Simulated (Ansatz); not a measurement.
A 16-atom cell of (Zn,Hg)S started in the zinc blende structure, site fractions Zn 0.750, Hg 0.250, short-range order -0.11 among the nearest mixed sites of the first mixed sublattice (0 is random, a negative value favours unlike neighbours), space group Amm2 at the end, an ordered arrangement that its symmetry holds. The mixed sublattice has 8 sites.

The mixing enthalpy is taken against the end members in the zinc blende type (which need not be the stable form of HgS), relaxed in the same cell and mesh.

Computed with PBE (plane waves to 420 eV, PAW; Ansatz, a first-principles code). No spin–orbit coupling; with elements this heavy it can move edges by tenths of an eV. Its k-point mesh 4×4×4, Fermi–Dirac width 0.01 eV.

```
cell     energy at zero smearing (eV)
-------  ----------------------------
ZnS                        -33781.873
HgS                       -117726.480
HgZn3S4                    -54767.612
```

### Question
Work out the mixing enthalpy per mixed site and the interaction parameter Ω of a regular solution.

### Answer
With x = 2/8 of the second end member, ΔH = [-54767.612 − 6/8 × (-33781.873) − 2/8 × (-117726.480)] / 8 = 51.6 meV against the separate end members. Ω = ΔH / x(1 − x) = 275 meV.
